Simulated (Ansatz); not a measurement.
This Ansatz (a program for electronic structure) input is the reference run, TiB₂ (space group P6/mmm, No. 191), computed with Kohn–Sham DFT with the PBEsol functional, run in Ansatz with PAW and 420 eV plane waves, spin-orbit coupling left out, earlier PAW set:

Ansatz 0.2 input:
```yaml
crystal:
  lattice:
    - [3.0172836694, 0, 0]
    - [-1.5086418347, 2.6130443081, 0]
    - [0, 0, 3.1849485019]
  atoms:
    - { symbol: Ti, position: [0, 0, 0] }
    - { symbol: B, position: [0.3333333333, 0.6666666667, 0.5] }
    - { symbol: B, position: [0.6666666667, 0.3333333333, 0.5] }
basis: { ecutwfc: 420, ecutrho_ratio: 4, xc_grid: 2, fft_grid_basis: typed }
kpoints: { mp_grid: { grid: [13, 13, 10] } }
hamiltonian:
  xc: pbesol
  dispersion: none
  pseudopotentials: { azcp: { folder: ./paw }, kind: paw }
scf: { occupations: { method: fermi_dirac, width: 0.05 }, convergence: { dr2_threshold: 0.0000000003 } }
output: { forces: true, stress: true }
checkpoint: { write: state.ck, write_every: 1000 }
```

Question: Write the input for this change: an isotropic linear strain of −0.86 %; the atoms relax in the strained cell.

Answer: 
Ansatz 0.2 input:
```yaml
crystal:
  lattice:
    - [2.9913350298, 0, 0]
    - [-1.4956675149, 2.5905721271, 0]
    - [0, 0, 3.1575579448]
  atoms:
    - { symbol: Ti, position: [0, 0, 0] }
    - { symbol: B, position: [0.3333333333, 0.6666666667, 0.5] }
    - { symbol: B, position: [0.6666666667, 0.3333333333, 0.5] }
basis: { ecutwfc: 420, ecutrho_ratio: 4, xc_grid: 2, fft_grid_basis: typed }
kpoints: { mp_grid: { grid: [13, 13, 10] } }
hamiltonian:
  xc: pbesol
  dispersion: none
  pseudopotentials: { azcp: { folder: ./paw }, kind: paw }
scf: { occupations: { method: fermi_dirac, width: 0.05 }, convergence: { dr2_threshold: 0.0000000003 } }
relax: { f_tol: 0.005, max_steps: 50 }
output: { forces: true, stress: true }
checkpoint: { write: state.ck, write_every: 1000 }
```
This is the input that was run.

Whether these cells are dynamically stable was not tested. The final runs are not spin-polarised.
